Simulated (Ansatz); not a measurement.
# SiO2 (Ama2, No. 40, 12 atoms in the cell; start mp-554573; a measured phase of this formula has another space group)

These are r²SCAN in Ansatz (PAW) values and carry that method's errors.

Numerical settings: plane-wave cutoff 560 eV, 4×8×8 k mesh (along the axes of the cell as run), Fermi–Dirac smearing 0.01 eV, scalar-relativistic PAW data made under PBE.

Cell (relaxed with PBEsol):

```
CELL_PARAMETERS angstrom
      8.33383     0.00000     0.00000
      0.00000     4.41685     2.50475
      0.00000    -4.41685     2.50475
ATOMIC_POSITIONS crystal
  Si 0.93735 0.33080 0.66015
  Si 0.06265 0.66015 0.33080
  Si 0.56265 0.33080 0.66015
  Si 0.43735 0.66015 0.33080
  O  0.00000 0.39823 0.39823
  O  0.50000 0.39823 0.39823
  O  0.54149 0.96879 0.53598
  O  0.45851 0.53598 0.96879
  O  0.95851 0.96879 0.53598
  O  0.04149 0.53598 0.96879
  O  0.25000 0.73674 0.42132
  O  0.75000 0.42132 0.73674
```

- band gap = 6.34 eV (direct)

Note: cell and atoms aren't relaxed at this level (largest force component 0.14 eV/Å, pressure -2.2 GPa).

A start named mp-… is a Materials Project structure, which need not be a measured phase.

Ansatz is an electronic-structure program.
